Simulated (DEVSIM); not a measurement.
Structure: illuminated Si n-on-p cell, one wavelength, with a back-surface field, at 250 K.

```
layer (left to right)  material  thickness (μm)  Nd (cm⁻³)  Na (cm⁻³)  τn (s)  τp (s)  absorption coefficient (cm⁻¹)
---------------------  --------  --------------  ---------  ---------  ------  ------  -----------------------------
1                            Si           0.300     3.7e18          -    1e-8  2.8e-8                          15000
2                            Si            59.0          -     1.8e15  3.7e-7  3.7e-7                          15000
3                            Si           0.360          -     8.1e18  3.7e-7  3.7e-7                          15000
```

Left contact: ohmic, minority hole recombination velocity 1e5 cm/s. Right contact: ohmic, minority electron recombination velocity 5000 cm/s. Voltage is applied to the left contact. Recombination: SRH at mid-gap, radiative, Auger. Light enters at the left, 2e18 photons cm⁻² s⁻¹, one pass, no reflection. Mobility is μmin + (μ − μmin)/(1 + (N/Nref)^α).

This is a model device: material constants are rounded textbook-type values typed into the input, and sizes, dopings and lifetimes were drawn at random. Values at 300 K; Nc and Nv go as T^1.5, mobilities as T to minus their exponent, the gap by Varshni's rule with the affinity fixed.

```csv
parameter,Si
gap (eV),1.124
affinity (eV),4.05
permittivity,11.7
Nc (cm⁻³),2.86e19
Nv (cm⁻³),3.1e19
μn (cm²/Vs),1417
μp (cm²/Vs),470
"μn,min",52
"μp,min",45
"Nref,n",9.7e16
"Nref,p",2.2e17
αn,0.68
αp,0.72
T exponent of μn,2.3
T exponent of μp,2.2
B (cm³/s),4.7e-15
Cn (cm⁶/s),2.8e-31
Cp (cm⁶/s),9.9e-32
Varshni α (eV/K),0.000473
Varshni β (K),636
```

DEVSIM, 1D drift-diffusion, Boltzmann statistics, complete ionisation; no tunnelling, impact ionisation, image-force lowering or self-heating.

The doping Nd of layer 1 was swept, all else fixed.

```
doping Nd of layer 1 (cm^-3)  potential step across the device at zero bias (V)  short-circuit current (mA/cm²)  share of generated pairs collected at short circuit  largest power (mW/cm²)
----------------------------  -------------------------------------------------  ------------------------------  ---------------------------------------------------  ----------------------
1.1e17                                                                    0.999                             306                                                0.954                     176
3.7e17                                                                    1.025                             301                                                0.938                     174
1.1e18                                                                    1.049                             294                                                0.918                     170
3.7e18                                                                    1.075                             286                                                0.893                     166
```

From the first row to the last the potential step across the device at zero bias goes from 0.999 to 1.075. From the first row to the last the short-circuit current goes from 306 to 286.
